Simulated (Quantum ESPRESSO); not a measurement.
# A series of runs on a (100) slab of Si (cut from a parent of space group no. 69; 16 atoms in the cell)

```yaml
crystal:
  lattice:
    - [5.35115, 0.00000, 0.00000]
    - [-8.05798, 4.61604, 0.00000]
    - [0.00000, 0.00000, 17.26680]
  atoms:
    - { symbol: Si, position: [0.45478, 0.22739, 0.28957] }
    - { symbol: Si, position: [0.54522, 0.77261, 0.28957] }
    - { symbol: Si, position: [0.00000, 0.27977, 0.28957] }
    - { symbol: Si, position: [0.00000, 0.22023, 0.42986] }
    - { symbol: Si, position: [0.45478, 0.72739, 0.42986] }
    - { symbol: Si, position: [0.54522, 0.27261, 0.42986] }
    - { symbol: Si, position: [0.00000, 0.77977, 0.42986] }
    - { symbol: Si, position: [0.00000, 0.72023, 0.28957] }
    - { symbol: Si, position: [0.45478, 0.22739, 0.57015] }
    - { symbol: Si, position: [0.54522, 0.77261, 0.57015] }
    - { symbol: Si, position: [0.00000, 0.27977, 0.57015] }
    - { symbol: Si, position: [0.00000, 0.22023, 0.71043] }
    - { symbol: Si, position: [0.45478, 0.72739, 0.71043] }
    - { symbol: Si, position: [0.54522, 0.27261, 0.71043] }
    - { symbol: Si, position: [0.00000, 0.77977, 0.71043] }
    - { symbol: Si, position: [0.00000, 0.72023, 0.57015] }
```

Base run A: LDA (PW92), PseudoDojo standard norm-conserving (LDA) pseudopotentials in Quantum ESPRESSO, self-consistent single point.

Its settings: ecutwfc = 35 Ry; occupations = smearing; smearing = marzari-vanderbilt; degauss = 0.0147 Ry; potentials = {Si: Si.upf}; K_POINTS = automatic 6 6 1 0 0 0; conv_thr = 1e-10 Ry; mixing_beta = 0.4.

The starting cell comes from a database of computed structures (which also holds hypothetical and non-ambient phases and stackings), without a prior relaxation at this level. The slab is cut from that crystal, and its faces are unrelaxed. Spin polarisation is off, though cut faces can carry moments; the slab shows no gap.

ΔF is the free energy per atom less that of run A. 

```csv
run,change,ΔF (meV/atom),largest force (eV/Å),iterations
A,base,0.00,0.335,15
B,diagonalization: default → rmm-davidson,0.00,0.335,16
C,diagonalization: default → rmm-paro,0.00,0.335,15
D,diago_david_ndim: default → 3,0.00,0.335,13
E,diago_david_ndim: default → 4,0.00,0.335,15
F,diago_full_acc: default → true,0.00,0.335,14
```

Runs B, C, D, E, F reached the same state as A (within 1 meV/atom). The fewest iterations to that state were 13 (D); the most were 16.
